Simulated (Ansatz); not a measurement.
BeS (model structure, started from the beta GaS type, P6₃/mmc, No. 194, 8 atoms in the cell): lattice parameter c by level of theory

No measured value is used here.

| level (code) | value (Å) |
|---|---|
| PBE (Ansatz) | 14.794 |
| PBEsol (Ansatz) | 13.903 |
| PBE-D3(BJ) (Ansatz) | [?] |

Problem. Fill in the missing entries.

Solution. 
- PBE-D3(BJ) (Ansatz, a quantum-chemistry and plane-wave program), value (Å): 12.715

Ansatz's density-functional and Hartree–Fock values are scalar-relativistic unless marked +SOC, with PAW data made under PBE.

A model structure was made by putting elements into a prototype or built by hand; it is no filed structure, need not be a known phase, and can be a saddle point held by its symmetry.
